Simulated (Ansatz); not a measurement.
## ZnAg, pressure series

Consider ZnAg in the CsCl type structure (space group Pm-3m, No. 221; a = 3.1175 Å).

Cell and atoms are relaxed at each pressure.

Calculations: DFT with PBEsol, PAW potentials and a 420 eV plane-wave cutoff in Ansatz (an electronic-structure program), without spin-orbit coupling.

Notes on the quantities. enthalpy: H = E + PV relative to the base's energy.

```
variant                enthalpy  shortest interatomic distance
----------------  -------------  -----------------------------
base                          –                       270.0 pm
pressure −2 GPa   -0.19 eV/atom                     (withheld)
pressure −1 GPa   -0.09 eV/atom                       270.8 pm
pressure 0.3 GPa  +0.03 eV/atom                       269.7 pm
pressure 0.7 GPa  +0.07 eV/atom                       269.4 pm
pressure 1.5 GPa  +0.14 eV/atom                       268.8 pm
pressure 3 GPa    +0.28 eV/atom                     (withheld)
pressure 5 GPa    +0.46 eV/atom                       266.5 pm
pressure 7.5 GPa  +0.69 eV/atom                       265.0 pm
pressure 10 GPa   +0.91 eV/atom                       263.6 pm
```

**Question.** Fill in the withheld entries from the trend.

**Answer.** 
- pressure −2 GPa, shortest interatomic distance: 271.6 pm
- pressure 3 GPa, shortest interatomic distance: 267.8 pm

Load acts through the strain it causes; cell and atoms are relaxed under it. No phonon test of stability was made. No other phases were tried under pressure.
